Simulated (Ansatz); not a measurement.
The starting structures come from a database of crystals and need not be the phases stable at ambient conditions.

The decay constant κ of evanescent states in the gap governs leakage through a thin film.

Here is the system:

```yaml
crystal:
  lattice:
    - [6.53760, 0.00000, 0.00000]
    - [0.00000, 9.24556, 0.00000]
    - [3.26880, 4.62278, 3.26880]
  atoms:
    - { symbol: Cs, position: [0.50000, 0.75000, 0.00000] }
    - { symbol: Cs, position: [0.50000, 0.25000, 0.00000] }
    - { symbol: Cs, position: [0.00000, 0.50000, 0.00000] }
    - { symbol: Sb, position: [0.00000, 0.00000, 0.00000] }
```

Space group of this cell: Fm-3m. The cell is taken as given.

Transport runs along the normal of the first two printed cell vectors, the (110) plane of the conventional cell.

The gap is the functional's own, uncorrected, and κ follows it; spin-orbit coupling is left out. Mid-gap values are interpolated between the computed energies.

### Question
Give the band gap and the smallest decay constant κ at mid-gap that r2SCAN in Ansatz (a program for electronic structure) yields.

### Answer
Gap 1.24 eV on a 10×10×10 mesh; κ = 0.145 1/Å, at the zone centre.
